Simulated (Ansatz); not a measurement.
The parent structure is BaTiO$_{3}$ (space group P4mm, No. 99; a = 3.9851 Å, c = 4.2043 Å).

(Cell as relaxed with PBE.)

Levels (all Ansatz, a quantum-chemistry and plane-wave program, PAW, earlier PAW set): PBE (420 eV, scalar-relativistic without spin-orbit coupling); r2SCAN (500 eV, no spin-orbit coupling).

Each level relaxes its own structure.

```tsv
base	PBE	r2SCAN
volume per atom	13.35 Å³	12.98 Å³
lattice parameter a	3.985 Å	3.973 Å
band gap	1.85 eV	2.23 eV
```

Now apply this change: cell and atoms relaxed at a pressure of 30 GPa.

```csv
quantity,PBE,r2SCAN
band gap,2.01 eV,2.41 eV
volume per atom,11.34 Å³,11.24 Å³
shift of the gap caused by the change,+0.16 eV,+0.18 eV
gap character,direct at Γ,direct at Γ
```

PBE's band gap lies 0.40 eV below r2SCAN's; PBE's volume per atom lies 0.10 Å³ above r2SCAN's (0.9 %); the two agree on the gap character. Neither level is exact; r2SCAN is the comparison here, not a measurement.

Load acts through the strain it causes; cell and atoms are relaxed under it. No phonon test of stability was made. Competing high-pressure phases were not computed. All final runs are without spin polarisation. Along this pressure series the structure jumps between pressure 7 GPa and pressure 15 GPa; cells beyond that are another form of it. Labels are those of the standard path for the cell's own space group.
